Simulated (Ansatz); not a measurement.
Given:

End structure of the (332) surface of fcc Rh in its 1x1 cell, outermost plane spacing 0.41 Å in the ideal cut:

```
CELL_PARAMETERS angstrom
      2.70822     0.00000     0.00000
      0.00000    12.70267     0.00000
      0.00000     0.00000    26.50000
ATOMIC_POSITIONS crystal
  Rh 0.50000 0.81133 0.31143
  Rh 0.00000 0.63396 0.32513
  Rh 0.50000 0.45424 0.34045
  Rh 0.00000 0.27284 0.35558
  Rh 0.50000 0.09279 0.37029
  Rh 0.00000 0.91218 0.38258
  Rh 0.50000 0.72755 0.40043
  Rh 0.00000 0.54431 0.41599
  Rh 0.50000 0.36284 0.43136
  Rh 0.00000 0.18025 0.44672
  Rh 0.50000 0.99854 0.46106
  Rh 0.00000 0.81802 0.47696
  Rh 0.50000 0.63641 0.49187
  Rh 0.00000 0.45450 0.50813
  Rh 0.50000 0.27289 0.52304
  Rh 0.00000 0.09236 0.53894
  Rh 0.50000 0.91065 0.55328
  Rh 0.00000 0.72807 0.56864
  Rh 0.50000 0.54660 0.58401
  Rh 0.00000 0.36335 0.59957
  Rh 0.50000 0.17873 0.61742
  Rh 0.00000 0.99812 0.62971
  Rh 0.50000 0.81807 0.64442
  Rh 0.00000 0.63666 0.65955
  Rh 0.50000 0.45695 0.67487
  Rh 0.00000 0.27958 0.68858
```

Set-up: 26 atoms, 10.2 Å thick at the start (thin: gaps and levels are the slab's own); mesh 14x3x1; 0.1 eV smearing; dipole correction on; single point; on the structure that PBE left under its start's symmetry; no spin, no spin-orbit, no U.

Question: Give the work function of the top face at the level r2SCAN, at the PBE geometry (Ansatz, a program for electronic structure).

Answer: 4.94 eV

Question: What surface energy (mean of both faces) does r2SCAN, at the PBE geometry give?

Answer: 2.45 J/m²
